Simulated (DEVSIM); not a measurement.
Device: abrupt Si p-n junction, at 300 K.

| layer (left to right) | material | thickness (μm) | Nd (cm⁻³) | Na (cm⁻³) | τn (s) | τp (s) |
|---|---|---|---|---|---|---|
| 1 | Si | 0.140 | - | 1.5e16 | 5.2e-7 | 5.2e-7 |
| 2 | Si | 5.90 | 3e17 | - | 5.2e-7 | 5.2e-7 |

Left contact: ohmic. Right contact: ohmic. Voltage is applied to the left contact. Recombination: SRH at mid-gap. Mobility is μmin + (μ − μmin)/(1 + (N/Nref)^α).

Constants are typed, rounded textbook-type inputs, not results; the design itself was drawn at random and stands for no fabricated device. Values at 300 K.

```csv
parameter,Si
gap (eV),1.124
affinity (eV),4.05
permittivity,11.7
Nc (cm⁻³),2.86e19
Nv (cm⁻³),3.1e19
μn (cm²/Vs),1417
μp (cm²/Vs),470
"μn,min",52
"μp,min",45
"Nref,n",9.7e16
"Nref,p",2.2e17
αn,0.68
αp,0.72
```

Model (solved in DEVSIM): 1D drift-diffusion, Boltzmann statistics, complete ionisation; no tunnelling, impact ionisation, image-force lowering or self-heating.

Q: Tabulate band edges, carrier densities and field at zero bias.

A: Energies count from the Fermi level of the right contact; mesh points crowd at the junctions.

```json
[
 {"x (μm)": "0.000", "Ec (eV)": "0.927", "Ev (eV)": "-0.197", "n (cm⁻³)": "7700", "p (cm⁻³)": "1.5e16", "field (V/cm)": "-38000"},
 {"x (μm)": "0.01672", "Ec (eV)": "0.862", "Ev (eV)": "-0.262", "n (cm⁻³)": "95000", "p (cm⁻³)": "1.2e15", "field (V/cm)": "-40000"},
 {"x (μm)": "0.04093", "Ec (eV)": "0.758", "Ev (eV)": "-0.366", "n (cm⁻³)": "5300000", "p (cm⁻³)": "2.2e13", "field (V/cm)": "-46000"},
 {"x (μm)": "0.07280", "Ec (eV)": "0.601", "Ev (eV)": "-0.523", "n (cm⁻³)": "2.3e9", "p (cm⁻³)": "5.0e10", "field (V/cm)": "-53000"},
 {"x (μm)": "0.1141", "Ec (eV)": "0.362", "Ev (eV)": "-0.762", "n (cm⁻³)": "2.4e13", "p (cm⁻³)": "4800000", "field (V/cm)": "-63000"},
 {"x (μm)": "0.1336", "Ec (eV)": "0.235", "Ev (eV)": "-0.889", "n (cm⁻³)": "3.3e15", "p (cm⁻³)": "35000", "field (V/cm)": "-67000"},
 {"x (μm)": "0.1493", "Ec (eV)": "0.146", "Ev (eV)": "-0.978", "n (cm⁻³)": "1.0e17", "p (cm⁻³)": "1200", "field (V/cm)": "-32000"},
 {"x (μm)": "0.1851", "Ec (eV)": "0.118", "Ev (eV)": "-1.006", "n (cm⁻³)": "3.0e17", "p (cm⁻³)": "390", "field (V/cm)": "-380"},
 {"x (μm)": "0.2380", "Ec (eV)": "0.118", "Ev (eV)": "-1.006", "n (cm⁻³)": "3.0e17", "p (cm⁻³)": "390", "field (V/cm)": "≈ 0"},
 {"x (μm)": "0.3312", "Ec (eV)": "0.118", "Ev (eV)": "-1.006", "n (cm⁻³)": "3.0e17", "p (cm⁻³)": "390", "field (V/cm)": "≈ 0"},
 {"x (μm)": "0.4804", "Ec (eV)": "0.118", "Ev (eV)": "-1.006", "n (cm⁻³)": "3.0e17", "p (cm⁻³)": "390", "field (V/cm)": "≈ 0"},
 {"x (μm)": "0.9027", "Ec (eV)": "0.118", "Ev (eV)": "-1.006", "n (cm⁻³)": "3.0e17", "p (cm⁻³)": "390", "field (V/cm)": "≈ 0"},
 {"x (μm)": "1.503", "Ec (eV)": "0.118", "Ev (eV)": "-1.006", "n (cm⁻³)": "3.0e17", "p (cm⁻³)": "390", "field (V/cm)": "≈ 0"},
 {"x (μm)": "2.560", "Ec (eV)": "0.118", "Ev (eV)": "-1.006", "n (cm⁻³)": "3.0e17", "p (cm⁻³)": "390", "field (V/cm)": "≈ 0"},
 {"x (μm)": "4.307", "Ec (eV)": "0.118", "Ev (eV)": "-1.006", "n (cm⁻³)": "3.0e17", "p (cm⁻³)": "390", "field (V/cm)": "≈ 0"},
 {"x (μm)": "5.067", "Ec (eV)": "0.118", "Ev (eV)": "-1.006", "n (cm⁻³)": "3.0e17", "p (cm⁻³)": "390", "field (V/cm)": "≈ 0"},
 {"x (μm)": "5.499", "Ec (eV)": "0.118", "Ev (eV)": "-1.006", "n (cm⁻³)": "3.0e17", "p (cm⁻³)": "390", "field (V/cm)": "≈ 0"},
 {"x (μm)": "5.730", "Ec (eV)": "0.118", "Ev (eV)": "-1.006", "n (cm⁻³)": "3.0e17", "p (cm⁻³)": "390", "field (V/cm)": "≈ 0"},
 {"x (μm)": "5.909", "Ec (eV)": "0.118", "Ev (eV)": "-1.006", "n (cm⁻³)": "3.0e17", "p (cm⁻³)": "390", "field (V/cm)": "≈ 0"},
 {"x (μm)": "5.976", "Ec (eV)": "0.118", "Ev (eV)": "-1.006", "n (cm⁻³)": "3.0e17", "p (cm⁻³)": "390", "field (V/cm)": "≈ 0"},
 {"x (μm)": "6.014", "Ec (eV)": "0.118", "Ev (eV)": "-1.006", "n (cm⁻³)": "3.0e17", "p (cm⁻³)": "390", "field (V/cm)": "≈ 0"},
 {"x (μm)": "6.040", "Ec (eV)": "0.118", "Ev (eV)": "-1.006", "n (cm⁻³)": "3.0e17", "p (cm⁻³)": "390", "field (V/cm)": "≈ 0"}
]
```
